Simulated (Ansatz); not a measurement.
The starting structures come from a database of crystals and need not be the phases stable at ambient conditions.

 Where the default PAW files enter, the runs use the earlier of Ansatz's two default sets.

Inside the gap of an insulator the Bloch states are evanescent, with a wavenumber k + iκ along the transport direction.

```xyz
4
Lattice="6.8167 0.0000 0.0000 0.0000 7.3118 0.0000 0.0000 3.6559 2.1107" Properties=species:S:1:pos:R:3 pbc="T T T"
Mg     3.4199     6.0932     2.1107
Mg     0.0115     8.5304     2.1107
Se     0.8406     6.0932     2.1107
Se     4.2489     8.5304     2.1107
```

Space group of this cell: P6_3mc, wurtzite. The cell is taken as given.

Transport runs along the normal of the first two printed cell vectors, the (110) plane of the conventional cell.

The gap is the functional's own. No spin-orbit coupling. Mid-gap values are interpolated on the energy grid.

### Question
Give the band gap and the smallest decay constant κ at mid-gap that r2SCAN in Ansatz (an electronic-structure program) yields.

### Answer
Gap 3.36 eV on a 6×14×14 mesh; κ = 0.220 1/Å, at the zone centre.
